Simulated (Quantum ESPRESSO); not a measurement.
## Effort and miss along a sweep of ecutwfc: ZrTiPt (Amm2, 12 atoms in the cell)

Cell: a = 8.7523 Å, b = 5.3469 Å, c = 5.3469 Å, α = 61.41°, β = 90.00°, γ = 90.00°.

Method of the run: PBEsol, GBRV 1.5 ultrasoft (PBESOL) pseudopotentials (plane waves; Quantum ESPRESSO).

Base settings: ecutwfc = 50 Ry; ecutrho = 400 Ry; occupations = smearing; smearing = cold; degauss = 0.0036749 Ry; K_POINTS = automatic 2 5 5 0 0 0; conv_thr = 1e-09 Ry; mixing_beta = 0.4.

Misses are taken against the tightest run, 57 Ry (ecutrho: 400 Ry → 456 Ry), which need not be fully converged itself. The energy is the free energy per atom.

The count of work is k-points × plane waves × bands × iterations; it is no time, and leaves out set-up, grids and terms that scale otherwise. Core times come from one kind of shared machine and are given to one figure; runs under 30 s give none.

The starting cell comes from a database of computed structures (which also holds hypothetical and non-ambient phases and stackings), without a prior relaxation at this level. Its lattice was rescaled by a random factor within 2.5 % of one. Spin polarisation is off. In the base run, with a pressure of about -7 GPa the cell is away from its equilibrium volume at this level. Without a gap this mesh is coarse (it stands for a supercell whose shortest vector is 18 Å).

| ecutwfc | energy less reference (meV/atom) | pressure less reference (GPa) | largest difference in the force on any atom (eV/Å) | count of work / reference | core time / reference (rough) |
|---|---|---|---|---|---|
| 20 Ry (ecutrho: 400 Ry → 160 Ry) | 2342.03 | -108.60 | 0.388 | 0.18 | 0.2 |
| 25 Ry (ecutrho: 400 Ry → 200 Ry) | 276.72 | -19.32 | 0.028 | 0.25 | 0.2 |
| 30 Ry (ecutrho: 400 Ry → 240 Ry) | 25.26 | -1.44 | 0.004 | 0.36 | 0.3 |
| 35 Ry (ecutrho: 400 Ry → 280 Ry) | 13.55 | -0.01 | 0.001 | 0.45 | 0.5 |
| 40 Ry (ecutrho: 400 Ry → 320 Ry) | 8.14 | -0.21 | 0.002 | 0.57 | 0.8 |
| 45 Ry (ecutrho: 400 Ry → 360 Ry) | 2.86 | -0.07 | 0.000 | 0.65 | 0.9 |
| 50 Ry | 1.17 | 0.05 | 0.000 | 0.77 | 0.6 |
| 57 Ry (ecutrho: 400 Ry → 456 Ry) | 0.00 | 0.00 | 0.000 | 1.0 | 1 |

Coarsest setting among those run that, with all tighter ones, holds the energy within 20 meV/atom of the reference: 35 Ry (ecutrho: 400 Ry → 280 Ry), off by 14 meV/atom; its saving against the reference is no more than about a factor of 2 in time.

Coarsest setting among those run that, with all tighter ones, holds the energy within 10 meV/atom of the reference: 40 Ry (ecutrho: 400 Ry → 320 Ry), off by 8.1 meV/atom; its saving against the reference is no more than about a factor of 2 in the count of work.

Smallest miss in the energy for at most 0.5 times the reference's count of work: 35 Ry (ecutrho: 400 Ry → 280 Ry), with a miss of 14 meV/atom at a count of 0.45.

The step from 20 Ry (ecutrho: 400 Ry → 160 Ry) to 50 Ry: it takes the miss in the energy from 2300 to 1.2 meV/atom, for 4.2 times the count of work and roughly 4 times the time.
